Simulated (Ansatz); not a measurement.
For Bi (C2/m, No. 12, 2 atoms in the cell; start mp-23157; another form than the element's usual one), LDA (plane waves, PAW; Ansatz, a quantum-chemistry and plane-wave program) gives:

```
Property                Value
---------------  ------------
bulk modulus         56.3 GPa
cohesive energy  3.45 eV/atom
```

### Question
What does PBEsol (Ansatz, plane waves, PAW) give for the same quantities?

### Answer

- bulk modulus: 52.7 GPa (drops by 6.4 %)
- cohesive energy: 2.88 eV/atom (decreases by 0.57 eV/atom)

Changes are worked out from the printed values.

Unless a cell is named, each level is at its own relaxed cell (LDA 31.56, PBEsol 32.33 Å³/atom).

Levels without +SOC leave out spin–orbit coupling, which shifts energies and cells of such heavy elements.

Caveats: the bulk modulus is −V dP/dV from two relaxed cells at ±2 % in volume (LDA, PBEsol); the relaxation could not lower the start's symmetry, so the cell can be a saddle point above a distorted one (LDA, PBEsol). Ansatz's density-functional and Hartree–Fock values are scalar-relativistic unless marked +SOC, with PAW data made under PBE.

A start named mp-… is a Materials Project structure, which need not be a measured phase.
